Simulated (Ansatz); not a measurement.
AlB2-type HfB₂ was calculated with PBE-D4 (PAW; Ansatz, a quantum-chemistry and plane-wave program).

Settings: plane-wave cutoff 520 eV, 24×24×16 k mesh (along the axes of the cell as run), Fermi–Dirac smearing 0.05 eV, scalar-relativistic PAW data made under PBE.

The cell is scaled about its equilibrium volume:

Shape and atoms are relaxed at each volume.

```csv
V (Å³/atom),P (GPa),c (Å),a (Å)
9.337,11.38,3.389,3.090
9.532,5.41,3.416,3.109
9.726,0.00,3.443,3.128
9.921,-4.91,3.470,3.147
10.115,-9.37,3.497,3.165
```

Note: the bulk modulus comes from volumes at which shape and atoms were relaxed.
